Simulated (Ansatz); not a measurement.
Structure of amorphous silicon oxide (Si24O47) (periodic cell):

```xyz
71
Lattice="10.2603 -0.0689 -0.3645 -0.0689 10.4616 -0.1345 -0.3645 -0.1345 10.0440" Properties=species:S:1:pos:R:3 pbc="T T T"
Si     8.6071     7.3189     0.2749
Si     1.6691     0.2373     4.2760
Si     7.0552     8.3158     7.5767
Si     1.6470    -0.0709     7.1485
Si     2.9188     2.3575     0.3567
Si     9.2119     4.6330     4.0390
Si     1.1353     3.1004     5.2913
Si     1.8858     8.7385     9.2960
Si     0.9256     6.0784     0.1168
Si     6.7834     0.5192     2.5538
Si     6.3055     3.3417     7.6007
Si     0.1838     0.6754     9.5422
Si     4.4781    10.0735     0.6562
Si     8.5314     7.4159     4.8561
Si     2.9220     4.9578     1.8210
Si     7.6325     0.8341     8.0763
Si     4.3155     9.3580     3.4756
Si     3.3840     2.4832     7.2056
Si     7.2109     6.1810     2.5796
Si     4.6121     6.1827     3.9871
Si     5.0142     5.9785     7.1664
Si     2.8362     4.9244     9.0198
Si     8.6247     2.6582     5.9392
Si     9.5015     9.1929     2.6405
O      0.5265     0.7427     7.9715
O      3.0926     3.1556     8.8681
O      3.5017     5.7749     7.8234
O      8.8190     0.6712     9.2207
O      8.1810     1.2054     6.5498
O      3.1500    10.2191     4.2617
O      7.2775     6.7484     1.0504
O      1.7761     8.9142     7.6644
O      0.6789    10.0854     2.9538
O      4.8902     5.7132     5.5499
O      1.2103     9.9419    -0.0414
O      3.7759     5.4563     0.4567
O      1.5385     1.8801     4.2865
O      5.7450     5.5756     2.9443
O      7.6575     3.6921     6.7690
O      1.3971     5.4911     1.5700
O      9.5812     6.1025    -0.2763
O      1.3269     2.0859     0.1916
O      3.0765     3.3318     1.6316
O      3.7235     9.4265     1.9504
O      4.3255     7.7820     3.9837
O      7.3092     7.3053     3.7703
O      5.7688    10.0258     3.5784
O      3.3134     5.4165     3.3190
O      8.0259     8.0310     6.2831
O      0.9632    10.2175     5.5552
O      8.4109     3.2313     4.4163
O      4.9368     2.7484     6.8679
O      6.0569    10.1848     0.8972
O      1.2029     4.9338     9.0058
O      9.0808     5.8791     5.1183
O      8.4887     5.1443     2.6681
O      9.6225     8.3108     4.0464
O      9.4988     8.1923     1.3209
O      2.4755     3.3993     6.2201
O      7.8054     7.9486     8.9649
O      0.5622     4.3204     4.3553
O      5.8539     4.8514     8.0461
O      6.7105     2.1060     8.6070
O      6.7282     9.9149     7.7132
O      3.4855     8.9772     9.5254
O      8.2210    10.1465     2.5827
O      3.9078     1.1204     0.3959
O      2.9972     0.9147     7.2420
O      1.3580     7.3190     9.8265
O     -0.0061     2.8352     6.4486
O      5.6678     7.4438     7.4266
```

Method: PBE, scalar-relativistic without spin-orbit coupling (plane waves to 420 eV, PAW; Ansatz, a first-principles code). The usual formal charges leave 2 electrons over, so the level spacing at the Fermi energy parts defect or band states and needn't be the band gap.

It comes from a melt-quench run on a machine-learned potential (CHGNet), relaxed afterwards by DFT. O atoms were pushed apart under 1.9 Å during the dynamics, to hinder bonds among them. The hot cell started wider than the set density and was brought back towards it in steps. It is the lowest in DFT energy of 2 quenches. It is a model cell: composition and starting density were chosen by hand, and all elements were melted together. No dispersion term was used. Its density started from a set value of 2.32 and ended at 2.20 g/cm³. Cooling (nominally 730 K/ps over its main leg) ran many orders faster than in experiment, which tends to leave more defects and strain. One small periodic cell is one sample of the glass; other quenches scatter about these values. Volume and shape were free in the relaxation. On a 2×2×2 Γ-centred mesh force components of up to 0.26 eV/Å stay, since the relaxation ran on the zone centre alone.

Bonds are counted up to Si-Si 2.60 Å, Si-O 2.02 Å, O-O 1.58 Å. Two cations that share two anions don't count as bonded, nor two that share one unless they lie closer than Si-Si 2.38 Å.

Q: Give the coordination numbers, mean bond lengths and angles.

A: 
The mean coordination of Si by anions comes out as 3.96 (1 with 3, 23 with 4). The mean coordination of O is 2.02 (46 with 2, 1 with 3) and the mean Si-O bond comes out as 1.648 Å (spread 0.046 Å, 95 counted). The bond angle at Si is mean 109.2°, spread 6.2° and the bond angle at O comes out as mean 133.6°, spread 14.0°.

Q: Which atoms depart from the most common coordination of their element?

A: Si10 has 3 (O66 1.73 Å, O47 1.77 Å, O53 1.84 Å); O26 has 3 (Si22 1.79 Å, Si18 1.82 Å, Si5 1.87 Å).

Q: List the pairs of like atoms that count as bonded by the rules above.

A: There are none by these rules.

Q: What Bader charges do the atoms carry, from a run on the zone centre alone?

A: Means (range): Si +3.21 e (+1.79 to +3.30), O -1.64 e (-1.66 to -1.62).
```
atom  charge (e)
----  ----------
Si1        +3.29
Si2        +3.28
Si3        +3.30
Si4        +3.28
Si5        +3.24
Si6        +3.26
Si7        +3.27
Si8        +3.28
Si9        +3.28
Si10       +1.79
Si11       +3.27
Si12       +3.28
Si13       +3.26
Si14       +3.28
Si15       +3.27
Si16       +3.27
Si17       +3.27
Si18       +3.25
Si19       +3.27
Si20       +3.28
Si21       +3.28
Si22       +3.24
Si23       +3.26
Si24       +3.27
O25        -1.65
O26        -1.66
O27        -1.63
O28        -1.63
O29        -1.63
O30        -1.65
O31        -1.63
O32        -1.63
O33        -1.63
O34        -1.64
O35        -1.64
O36        -1.63
O37        -1.64
O38        -1.63
O39        -1.64
O40        -1.63
O41        -1.63
O42        -1.63
O43        -1.63
O44        -1.66
O45        -1.65
O46        -1.65
O47        -1.64
O48        -1.62
O49        -1.65
O50        -1.64
O51        -1.64
O52        -1.63
O53        -1.63
O54        -1.63
O55        -1.64
O56        -1.64
O57        -1.64
O58        -1.65
O59        -1.63
O60        -1.65
O61        -1.62
O62        -1.63
O63        -1.63
O64        -1.63
O65        -1.63
O66        -1.66
O67        -1.65
O68        -1.64
O69        -1.66
O70        -1.64
O71        -1.64
```
